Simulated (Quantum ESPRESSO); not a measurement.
Quantum ESPRESSO run on LaTl (Pm-3m, 2 atoms in the cell): self-consistent single point.

Method of the run: LDA (PZ), PseudoDojo standard norm-conserving (PBE) pseudopotentials (plane waves; Quantum ESPRESSO).

```xyz
2
Lattice="3.9724 0.0000 0.0000 0.0000 3.9724 0.0000 0.0000 0.0000 3.9724" Properties=species:S:1:pos:R:3 pbc="T T T"
La     0.0000     0.0000     0.0000
Tl     1.9862     1.9862     1.9862
```

Reference input (self-consistent single point, DFT, PBEsol, plane waves, PseudoDojo standard norm-conserving (PBESOL) pseudopotentials): ecutwfc = 110 Ry; occupations = smearing; smearing = gauss; degauss = 0.0073499 Ry; potentials = {La: La.upf, Tl: Tl.upf}; K_POINTS = automatic 8 8 8 0 0 0; conv_thr = 1e-10 Ry. This run's input differs from it in these lines:

```diff
@@ -16,2 +16,3 @@
    degauss = 0.0073499
+   input_dft = 'pz'
 /
```

Its files differ too (potentials: PseudoDojo standard norm-conserving (PBE)).

Output (repeated stretches shortened):

```
     Self-consistent Calculation

     iteration #  1     ecut=   110.00 Ry     beta= 0.70

     Threshold (ethr) on eigenvalues was too large:
     Diagonalizing with lowered threshold

     c_bands:  1 eigenvalues not converged
     c_bands:  1 eigenvalues not converged
     c_bands:  2 eigenvalues not converged
     c_bands:  1 eigenvalues not converged
     c_bands:  2 eigenvalues not converged

     total energy              =    -190.85503403 Ry
     estimated scf accuracy    <       0.05294460 Ry

     iteration #  2     ecut=   110.00 Ry     beta= 0.70

     total energy              =    -190.87275245 Ry
   [... lines left out ...]
     c_bands:  1 eigenvalues not converged
     c_bands:  1 eigenvalues not converged
     c_bands:  1 eigenvalues not converged
     c_bands:  1 eigenvalues not converged

     total energy              =    -190.87861035 Ry
     estimated scf accuracy    <          1.2E-10 Ry

     iteration # 10     ecut=   110.00 Ry     beta= 0.70
     c_bands:  1 eigenvalues not converged
     c_bands:  1 eigenvalues not converged
     c_bands:  1 eigenvalues not converged
     c_bands:  1 eigenvalues not converged
     c_bands:  1 eigenvalues not converged
     c_bands:  2 eigenvalues not converged
     c_bands:  1 eigenvalues not converged
     End of self-consistent calculation

     the Fermi energy is    11.4207 ev

!    total energy              =    -190.87861035 Ry
     estimated scf accuracy    <          3.7E-11 Ry
     smearing contrib. (-TS)   =      -0.00063325 Ry
     internal energy E=F+TS    =    -190.87797710 Ry

     convergence has been achieved in  10 iterations

     Forces acting on atoms (cartesian axes, Ry/au):

     atom    1 type  1   force =     0.00000000    0.00000000    0.00000000
     atom    2 type  2   force =     0.00000000    0.00000000    0.00000000

     Total force =     0.000000     Total SCF correction =     0.000000

          total   stress  (Ry/bohr**3)                   (kbar)     P=      -37.73
  -0.00025646   0.00000000   0.00000000          -37.73        0.00        0.00
   0.00000000  -0.00025646   0.00000000            0.00      -37.73        0.00
   0.00000000   0.00000000  -0.00025646            0.00        0.00      -37.73

   JOB DONE.
```

The run converged in 10 iterations. Against the reference run the pressure goes from -2.07 to -3.77 GPa.

The starting cell comes from a database of computed structures (which also holds hypothetical and non-ambient phases and stackings), without a prior relaxation at this level. Spin-orbit coupling is off. With a pressure of about -4 GPa the cell is away from its equilibrium volume at this level.

Cost on one core of a shared machine: roughly 80 s.
